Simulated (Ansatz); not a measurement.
**Response to strain in ZnSe**

Take ZnSe in the zinc blende structure (space group F-43m, No. 216; a = 5.666 Å) as the base. Axes: x, y, z lie along the cube axes.

Strains are applied to the cell and any free atomic positions relax; under biaxial strain the out-of-plane vector relaxes too.

All numbers come from r2SCAN (Ansatz, a first-principles code, PAW, spin-orbit coupling left out), earlier PAW set.

Candidates:
(a) tensor shear ε_yz = +2.84 %
(b) biaxial strain −1.58 %, plane normal [001], relaxed out of plane
(c) biaxial strain −4.63 %, plane normal [001], relaxed out of plane
(d) strain tensor (xx, yy, zz, yz, xz, xy) = (+0.17, +0.67, +0.95, +0.27, −0.33, +0.32) %

Notes on the quantities. energy relative to the base: free energy F.

Q: Order them by energy relative to the base, lowest first.

A: (d) strain tensor (xx, yy, zz, yz, xz, xy) = (+0.17, +0.67, +0.95, +0.27, −0.33, +0.32) % (+1.9 meV/atom), (b) biaxial strain −1.58 %, plane normal [001], relaxed out of plane (+3.0 meV/atom), (a) tensor shear ε_yz = +2.84 % (+9.5 meV/atom), (c) biaxial strain −4.63 %, plane normal [001], relaxed out of plane (+27 meV/atom)

Stability against distortions was not tested.
